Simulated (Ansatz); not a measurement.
Subject: the formation energy of the neutral 2 H_i + V_Zn in ZnO (wurtzite, P6₃mc). Reaction: 63 ZnO (wurtzite) + H2O (gas) → cell A.

Cell A: a supercell of 128 sites of ZnO (wurtzite, P6₃mc) with one empty Zn site amid 4 O; two times H off the lattice sites (1 O at 0.98 Å); the closest two of these centres are 1.1 Å apart, the farthest 2.0 Å; spin state with PBE: run without spin, k-point mesh 2×2×2.
```
CELL_PARAMETERS angstrom
     13.11755     0.00000     0.00000
     -6.55878    11.36014     0.00000
      0.00000     0.00000    10.58649
ATOMIC_POSITIONS crystal
  Zn 0.16751 0.08407 0.25051
  Zn 0.08346 0.16647 0.00040
  O  0.16686 0.08334 0.44016
  O  0.08319 0.16647 0.18998
  Zn 0.16822 0.08423 0.75053
  Zn 0.08341 0.16649 0.50023
  O  0.16681 0.08328 0.93993
  O  0.08254 0.16539 0.68982
  Zn 0.16672 0.33321 0.25020
  Zn 0.08326 0.41653 0.00035
  O  0.16629 0.33299 0.43983
  O  0.08327 0.41653 0.18990
  Zn 0.16592 0.33179 0.75053
  Zn 0.08308 0.41615 0.50065
  O  0.16643 0.33312 0.93990
  O  0.08314 0.41628 0.69028
  Zn 0.16642 0.58283 0.25068
  Zn 0.08384 0.66715 0.00161
  O  0.16647 0.58294 0.44028
  O  0.08387 0.66694 0.19078
  Zn 0.16639 0.58279 0.75078
  Zn 0.08379 0.66686 0.49977
  O  0.16675 0.58349 0.94005
  O  0.08472 0.66767 0.68958
  Zn 0.16711 0.83370 0.25076
  Zn 0.08423 0.91720 0.00158
  O  0.16687 0.83349 0.44041
  O  0.08365 0.91699 0.19092
  Zn 0.16777 0.83437 0.75116
  Zn 0.08394 0.91714 0.50044
  O  0.16695 0.83350 0.94033
  O  0.08245 0.91582 0.69030
  Zn 0.41704 0.08409 0.25013
  Zn 0.33452 0.16814 0.99942
  O  0.41689 0.08378 0.43969
  O  0.33333 0.16666 0.18917
  Zn 0.41770 0.08539 0.74974
  Zn 0.33437 0.16814 0.50041
  O  0.41675 0.08350 0.93936
  O  0.33353 0.16773 0.68966
  Zn 0.41821 0.33402 0.24837
  Zn 0.33367 0.41603 0.00018
  O  0.41689 0.33378 0.43772
  O  0.33298 0.41657 0.18964
  Zn 0.42333 0.33785 0.74872
  Zn 0.33320 0.41541 0.49982
  O  0.41664 0.33369 0.93880
  O  0.33207 0.41566 0.68933
  Zn 0.41605 0.58284 0.24960
  Zn 0.33331 0.66715 0.00161
  O  0.41593 0.58294 0.44026
  O  0.33307 0.66694 0.19078
  Zn 0.40636 0.57826 0.75381
  Zn 0.33307 0.66686 0.49977
  O  0.41608 0.58367 0.94072
  O  0.33295 0.66767 0.68958
  Zn 0.41660 0.83370 0.25076
  Zn 0.33382 0.91765 0.00062
  O  0.41662 0.83349 0.44041
  O  0.33348 0.91696 0.19015
  Zn 0.41660 0.83437 0.75116
  Zn 0.33385 0.91770 0.50047
  O  0.41655 0.83350 0.94033
  O  0.33380 0.91760 0.69003
  Zn 0.66656 0.08407 0.25051
  Zn 0.58362 0.16814 0.99942
  O  0.66647 0.08334 0.44016
  O  0.58333 0.16666 0.18917
  Zn 0.66601 0.08423 0.75053
  Zn 0.58377 0.16814 0.50041
  O  0.66647 0.08328 0.93993
  O  0.58420 0.16773 0.68966
  Zn 0.66581 0.33402 0.24837
  Zn 0.58667 0.42334 0.99182
  O  0.66689 0.33378 0.43772
  O  0.58319 0.41638 0.18557
  Zn 0.66451 0.33785 0.74872
  Zn 0.58332 0.41664 0.50418
  O  0.66705 0.33369 0.93880
  O  0.58492 0.41983 0.68768
  Zn 0.66598 0.58197 0.24531
  Zn 0.58502 0.66470 0.99915
  O  0.66642 0.58284 0.43659
  O  0.58257 0.66717 0.19074
  Zn 0.58304 0.66461 0.49237
  O  0.66866 0.58732 0.93900
  O  0.57821 0.66588 0.68928
  Zn 0.66627 0.83326 0.25039
  Zn 0.58297 0.91720 0.00158
  O  0.66610 0.83256 0.44138
  O  0.58334 0.91699 0.19092
  Zn 0.66899 0.83781 0.75470
  Zn 0.58320 0.91714 0.50044
  O  0.66639 0.83387 0.94135
  O  0.58337 0.91582 0.69030
  Zn 0.91684 0.08367 0.25056
  Zn 0.83301 0.16647 0.00040
  O  0.91640 0.08280 0.44029
  O  0.83328 0.16647 0.18998
  Zn 0.91668 0.08335 0.75088
  Zn 0.83307 0.16649 0.50023
  O  0.91635 0.08270 0.94017
  O  0.83285 0.16539 0.68982
  Zn 0.91649 0.33321 0.25020
  Zn 0.83236 0.41603 0.00018
  O  0.91670 0.33299 0.43983
  O  0.83359 0.41657 0.18964
  Zn 0.91588 0.33179 0.75053
  Zn 0.83221 0.41541 0.49982
  O  0.91669 0.33312 0.93990
  O  0.83360 0.41566 0.68933
  Zn 0.91680 0.58284 0.24960
  Zn 0.82968 0.66470 0.99915
  O  0.91701 0.58294 0.44026
  O  0.83461 0.66717 0.19074
  Zn 0.92190 0.57826 0.75381
  Zn 0.83157 0.66461 0.49237
  O  0.91758 0.58367 0.94072
  O  0.83768 0.66588 0.68928
  Zn 0.91699 0.83326 0.25039
  Zn 0.83315 0.91630 0.00209
  O  0.91646 0.83256 0.44138
  O  0.83329 0.91658 0.19135
  Zn 0.91882 0.83781 0.75470
  Zn 0.83326 0.91653 0.49997
  O  0.91748 0.83387 0.94135
  O  0.83255 0.91510 0.69007
  H  0.75899 0.61589 0.72568
  H  0.60689 0.61589 0.72568
```

Reference: ZnO (wurtzite, P6₃mc), 128 atoms in the cell, the relaxed perfect crystal repeated, atoms not moved again, k-point mesh 2×2×2 on the run's own vectors.

Reference: an isolated H2O molecule (singlet) in a box of 11 × 13 × 13 Å.

Computed with Ansatz (plane waves, PAW), its default PAW set, cutoff 420 eV. The structures are at rest with PBE, within the held lattices. Neutral cells; Fermi-Dirac smearing of at most 0.05 eV in the solids, energies taken to zero width. Larger cells are relaxed from a start prepared with the learned potential CHGNet till forces fall under 0.03 eV/Å, which some starts already meet. A dispersion term (D3(BJ), or D4 for r2SCAN) was computed beside these levels and is taken off wherever the name lacks it. Space groups of crystals are read within 0.01 Å. Static lattices, no vibrational contributions. The structures are the rest points that the relaxations reached, not proven lowest. Values are for these cell sizes. Mesh and cell size may move defect energies by 0.1 eV or more. The value holds for the reservoirs listed; other chemical potentials shift it. Cell A has symmetry Cm within 0.02 Å and got no random move, so less symmetric positions, which may lie lower, weren't tried.

### Question
Estimate the value that PBE returns for this input.

### Answer
0.29 eV, for 63 ZnO (wurtzite) + H2O (gas) → cell A.

Ansatz is a program for electronic structure.
